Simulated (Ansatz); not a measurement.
Ansatz (a quantum-chemistry and plane-wave program) run on La2MgCu2 (P4/mbm, 10 atoms in the cell): relaxation of cell and atoms.

Level of theory: PBEsol, default PAW files made with PBE (plane waves; Ansatz).

```
CELL_PARAMETERS angstrom
      7.92847     0.00000     0.00000
      0.00000     7.92847     0.00000
      0.00000     0.00000     3.90802
ATOMIC_POSITIONS crystal
  La 0.82786 0.32786 0.50000
  La 0.17214 0.67214 0.50000
  La 0.67214 0.82786 0.50000
  La 0.32786 0.17214 0.50000
  Mg 0.50000 0.50000 0.00000
  Mg 0.00000 0.00000 0.00000
  Cu 0.62042 0.12042 0.00000
  Cu 0.37958 0.87958 0.00000
  Cu 0.87958 0.62042 0.00000
  Cu 0.12042 0.37958 0.00000
```

Reference input (self-consistent single point, DFT, PBEsol, plane waves, default PAW files made with PBE): basis.ecutwfc = 420 eV; kpoints.mp_grid.grid = 4 4 7; hamiltonian.xc = pbesol; hamiltonian.pseudopotentials = {kind: paw} (the program's default PAW files); scf.occupations.method = fermi_dirac; scf.occupations.width = 0.1 eV. This run's input differs from it in these lines:

```diff
@@ -29,2 +29,4 @@
     width: 0.1 eV
+relax:
+  cell: {}
 output:
```

The program printed (abridged):

```
   [... SCF lines of the steps left out ...]
relax step   1: F+E_penalty+E_count = -54825.89339166 eV  Δ(F+E_penalty+E_count) = +0.000e0 eV  max|allowed force component| = 5.511e-2 eV/Å  Δτ_max = 0.0000 Å  P = -2.091 GPa  Ω = 245.661 Å³  (8 SCF iters, dr2 threshold 1.00e-7 eV, accepted)
relax step   2: F+E_penalty+E_count = -54825.95190367 eV  Δ(F+E_penalty+E_count) = -5.851e-2 eV  max|allowed force component| = 1.751e-2 eV/Å  Δτ_max = 0.0082 Å  P = +0.767 GPa  Ω = 232.852 Å³  energy of the carried Pulay correction = +1.279e-3 eV  [...]
   [... lines left out ...]
relax step   4: F+E_penalty+E_count = -54825.96153873 eV  Δ(F+E_penalty+E_count) = -8.977e-4 eV  max|allowed force component| = 2.902e-3 eV/Å  Δτ_max = 0.0075 Å  P = -0.009 GPa  Ω = 236.042 Å³  energy of the carried Pulay correction = +9.543e-4 eV  [...]
relax step   5: F+E_penalty+E_count = -54825.96052511 eV  Δ(F+E_penalty+E_count) = +1.014e-3 eV  max|allowed force component| = 2.897e-3 eV/Å  Δτ_max = 0.0000 Å  P = -0.006 GPa  Ω = 236.042 Å³  stress off target by 3.65e-2 GPa  SCF on the basis [...]
basis re-selected at this cell: Δ(F+E_penalty+E_count) = +1.014e-3 eV, ΔP = +0.003 GPa vs the last step
the relaxation is at rest under the 16 symmetry operations that the run kept from its start: a minimum is not shown …
Free energy (F): -54825.960525 eV
Internal energy: -54825.661731 eV  (E = F + TS)
E sigma→0 (E₀):  -54825.811128 eV
Entropy (-TS):   -0.298794 eV (-29.879 meV/atom)
Fermi energy:    11.296214 eV
--- Forces (eV/Å), atoms counted from 1 ---
  atom   1  La    -0.00289719    -0.00289719     0.00000000
   [... lines left out ...]
  cell:  # Å, volume = 236.0420 Å³
   [... lines left out ...]
    - { symbol: Mg, position: [0.5, 0.5, 0.0] }
    - { symbol: Mg, position: [-3.82894314156375e-20, -2.734959386831234e-20, 0.0] }
    - { symbol: Cu, position: [0.6196379165796806, 0.11963791657968063, 0.0] }
    - { symbol: Cu, position: [0.3803620834203193, 0.8803620834203194, 0.0] }
    - { symbol: Cu, position: [0.8803620834203194, 0.6196379165796806, 0.0] }
    - { symbol: Cu, position: [0.11963791657968063, 0.3803620834203193, 0.0] }
```

The run converged. 

Summary of the result:
```
Item                                                                                                                    Value
-----------------------------------------------  ----------------------------------------------------------------------------
Free energy E − TS (on the zero of these files)                                                                -54825.9605 eV
Fermi level (on the code's own zero)                                                                                 11.30 eV
Pressure                                                                                                            -0.01 GPa
Largest force (vector length)                                                                                      0.004 eV/Å
Final cell                                       a = 7.8072 Å, b = 7.8072 Å, c = 3.8726 Å, α = 90.00°, β = 90.00°, γ = 90.00°
Final volume per atom                                                                                                23.60 Å³
Relaxation steps                                                                                                            5
```

The starting cell comes from a database of computed structures (which also holds hypothetical and non-ambient phases and stackings), without a prior relaxation at this level. Spin polarisation is off. The relaxation keeps the symmetry of its start, so its end need not be a minimum. Ansatz's pressure includes its estimate of the finite-basis (Pulay) stress.

Cost on one core of a shared machine: roughly 3 min.

Keys are those of Ansatz 0.2.
